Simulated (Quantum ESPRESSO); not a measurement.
Checking a run of Quantum ESPRESSO on Mg14CuBi (P-6m2, 16 atoms in the cell). The aim is a self-consistent single point with DFT, PBEsol, plane waves, SSSP 1.1.2 efficiency (PBE) pseudopotentials.

Cell that was meant: a = 6.3143 Å, b = 6.3143 Å, c = 10.3870 Å, α = 90.00°, β = 90.00°, γ = 120.00°.

Part of the input:

```fortran
 ecutrho = 400,
 occupations = 'smearing',
 smearing = 'fd',
 degauss = 0.1,
 input_dft = 'pbesol',
/
&ELECTRONS
```

Output (repeated stretches shortened):

```
     file Mg.pbe-n-kjpaw_psl.0.3.0.UPF: wavefunction(s)  3S renormalized
     G-vector sticks info
     --------------------
   [... lines left out ...]
        k(   12) = (   0.1666667   0.4811252   0.2026358), wk =   0.4444444
        k(   13) = (   0.3333333   0.5773503   0.0000000), wk =   0.0370370
        k(   14) = (   0.3333333   0.5773503   0.2026358), wk =   0.0740741

     Dense  grid:   326885 G-vectors     FFT dimensions: (  75,  75, 125)

     Smooth grid:   115625 G-vectors     FFT dimensions: (  54,  54,  90)

     Initial potential from superposition of free atoms

     starting charge      59.9870, renormalised to      62.0000

     negative rho (up, down):  4.294E-02 0.000E+00
     Self-consistent Calculation

     iteration #  1     ecut=    50.00 Ry     beta= 0.50

---- Real-time Memory Report at c_bands before calling an iterative solver
          1087 MiB given to the printing process from OS
           305 MiB allocation reported by mallinfo(arena+hblkhd)
------------------

     negative rho (up, down):  4.218E-02 0.000E+00

     total energy              =   -1047.00040968 Ry
     estimated scf accuracy    <       1.75719667 Ry

     iteration #  2     ecut=    50.00 Ry     beta= 0.50

   [... lines left out ...]
     c_bands:  1 eigenvalues not converged

     negative rho (up, down):  4.402E-02 0.000E+00

     total energy              =   -1047.95332603 Ry
     estimated scf accuracy    <       0.00000003 Ry

     iteration # 33     ecut=    50.00 Ry     beta= 0.50

---- Real-time Memory Report at c_bands before calling an iterative solver
          1313 MiB given to the printing process from OS
           378 MiB allocation reported by mallinfo(arena+hblkhd)
------------------
     c_bands:  1 eigenvalues not converged

     negative rho (up, down):  4.402E-02 0.000E+00
     End of self-consistent calculation

     the Fermi energy is     5.1698 ev

!    total energy              =   -1047.95332604 Ry
     estimated scf accuracy    <          5.7E-10 Ry
     smearing contrib. (-TS)   =      -2.05087348 Ry
     internal energy E=F+TS    =   -1045.90245256 Ry

      -> PAW hartree energy AE =      11.22509444 Ry
      -> PAW hartree energy PS =     -11.19760335 Ry
      -> PAW xc energy AE      =    -444.48136595 Ry
      -> PAW xc energy PS      =      18.21508208 Ry
      -> total E_H with PAW    =     316.89198809 Ry
      -> total E_XC with PAW   =    -550.86691036 Ry

     convergence has been achieved in  33 iterations

     negative rho (up, down):  4.402E-02 0.000E+00

     Forces acting on atoms (cartesian axes, Ry/au):

   [... lines left out ...]
     Total force =     0.016320     Total SCF correction =     0.000009
   [... lines left out ...]

     negative rho (up, down):  4.402E-02 0.000E+00
          total   stress  (Ry/bohr**3)                   (kbar)     P=       23.46
   0.00016102   0.00000000   0.00000000           23.69        0.00        0.00
   0.00000000   0.00016102   0.00000000            0.00       23.69        0.00
   0.00000000   0.00000000   0.00015637            0.00        0.00       23.00

   JOB DONE.
```

Task: Is this run sound? If not, what is wrong?

Result: The run is not sound. The fault is a smearing width that is far too large. A width of many tenths of an electronvolt moves electrons far across the Fermi level or the gap, and the free energy and its derivatives carry a large smearing term. To fix it, use a width small against the gap or band features. The run converged in 33 iterations without an error; against the sound input the free energy drops by 1.03 eV/atom, the pressure goes from -1.02 to 2.35 GPa and the largest force goes from 0.123 to 0.156 eV/Å.

The sound input it was made from differs as follows (other fixes are possible):
```diff
- degauss = 0.1,
+ degauss = 0.0073499,
```

With that input, the run converged in 14 iterations: free energy E − TS -14241.5889 eV; Fermi level (on the code's own zero) 4.82 eV; pressure -1.02 GPa; largest force (vector length) 0.123 eV/Å (DFT, PBEsol, plane waves, SSSP 1.1.2 efficiency (PBE) pseudopotentials).

On the sound input: the starting cell comes from a database of computed structures (which also holds hypothetical and non-ambient phases and stackings), without a prior relaxation at this level. Spin-orbit coupling is off. Spin polarisation is off.
